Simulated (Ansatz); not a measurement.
Take W in the bcc (W type) structure (space group Im-3m, No. 229; relaxed with 0.1 eV smearing) as the base.

```xyz
1
Lattice="-1.5771 1.5771 1.5771 1.5771 -1.5771 1.5771 1.5771 1.5771 -1.5771" Properties=species:S:1:pos:R:3 pbc="T T T"
W      0.0000     0.0000     0.0000
```

Cartesian axes are those of the cell as printed.

The values are results of PBEsol (Ansatz, an electronic-structure program, PAW, no spin-orbit coupling), not measurements.

It is then changed as follows: uniaxial strain ε_zz = +3.00 %, all other strain components held at zero; the atoms relax in the strained cell.

### Question
Predict the new energy relative to the base.

### Answer
The energy rises by 22 meV/atom.

### Question
What happens to the stress?

### Answer
The stress (xx, yy, zz, yz, xz, xy; compression positive) amounts to (-5.9, -5.9, -14.7, 0.0, 0.0, 0.0) GPa.

No phonon test of stability was made. All final runs are without spin polarisation.
